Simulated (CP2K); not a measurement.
Band structure of CdIn3 (P6_3/mmc, 8 atoms in the cell).

```xyz
8
Lattice="6.5356 0.0000 0.0000 -3.2678 5.6600 0.0000 0.0000 0.0000 5.5468" Properties=species:S:1:pos:R:3 pbc="T T T"
Cd     3.2678     1.8867     1.3867
Cd     0.0000     3.7733     4.1601
In     1.6369     0.9451     4.1601
In     1.6309     4.7149     1.3867
In     0.0000     1.8901     1.3867
In     3.2678     3.7698     4.1601
In     4.8987     0.9451     4.1601
In    -1.6309     4.7149     1.3867
```

Level of theory: PBEsol, GPW, DZVP-MOLOPT-SR-GTH basis, GTH-PBE potentials (GTH_POTENTIALS) run with CP2K.

Settings: CUTOFF = 500 Ry; REL_CUTOFF = 50 Ry; SMEAR/METHOD = FERMI_DIRAC; ELECTRONIC_TEMPERATURE = 1578.21 K; KPOINTS/SCHEME = MONKHORST-PACK 3 3 4; GAMMA_CENTERED = T; XC_FUNCTIONAL = PBE:PBESOL; Cd/BASIS_SET = DZVP-MOLOPT-SR-GTH-q12; Cd/POTENTIAL = GTH-PBE-q12; In/BASIS_SET = DZVP-MOLOPT-SR-GTH-q13; In/POTENTIAL = GTH-PBE-q13; METHOD = GPW; EPS_DEFAULT = 1e-10; EXTRAPOLATION = USE_GUESS.

The starting cell comes from a database of computed structures (which also holds hypothetical and non-ambient phases and stackings), without a prior relaxation at this level. Values carry the incompleteness of an atom-centred basis. The potentials were made for another functional than the one used.

Levels in eV from the Fermi level, bands 48 to 53:
```
point     48     49     50     51     52     53
-----  -----  -----  -----  -----  -----  -----
Γ      -3.19  -3.07   0.43   0.43   0.75   0.75
M      -1.58  -1.50  -0.25  -0.09   0.34   0.51
K      -1.90  -1.41  -1.26  -1.09  -1.09   2.24
A      -2.65  -2.15  -2.15  -2.15  -2.15  -1.68
L      -3.55   0.79   0.79   1.02   1.02   1.95
H      -1.45  -0.79  -0.79   0.14   0.14   3.65
```

Bands cross the Fermi level along this path, so the cell is metallic at this level.

Higher empty bands are left out: an atom-centred basis made for the valence describes them poorly.
